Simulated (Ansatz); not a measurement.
## Band gap (eV)

Cell A: BN (zinc blende, F-43m), 2 atoms in the cell, k-point mesh 16×16×16 on the run's own vectors. Conventional cell: a = b = c = 3.6059 Å, α = β = γ = 90.00°.

Cell B: BN (P6₃/mmc), 4 atoms in the cell, k-point mesh 18×18×6 on the run's own vectors. Conventional cell: a = 2.506 Å, b = 2.506 Å, c = 6.624 Å, α = 90.00°, β = 90.00°, γ = 120.00°.

Computed with Ansatz (plane waves, PAW), its PAW set soft_1, cutoff 420 eV, 500 eV for r2SCAN. The structures are at rest with PBE+D3(BJ); other levels are single points on them. Neutral cells; Fermi-Dirac smearing of at most 0.05 eV in the solids, energies taken to zero width. The lattices are those relaxed with PBE+D3(BJ), so at other levels the solids can be strained, which adds to the spread. A dispersion term ran beside these levels; it doesn't touch the electrons. Gaps are highest filled to lowest empty Kohn-Sham level on the run's k-point mesh, states of defects and surfaces included; edges off the mesh make the true gap smaller, and under 0.08 eV counts as none.

```csv
system,PBE,r2SCAN
A,4.47 (indirect),5.00 (indirect)
B,4.23 (indirect),[?]
```

Q: What belongs in the gaps?

A: 
- B, r2SCAN: 4.78 (indirect)

Ansatz is an electronic-structure program.
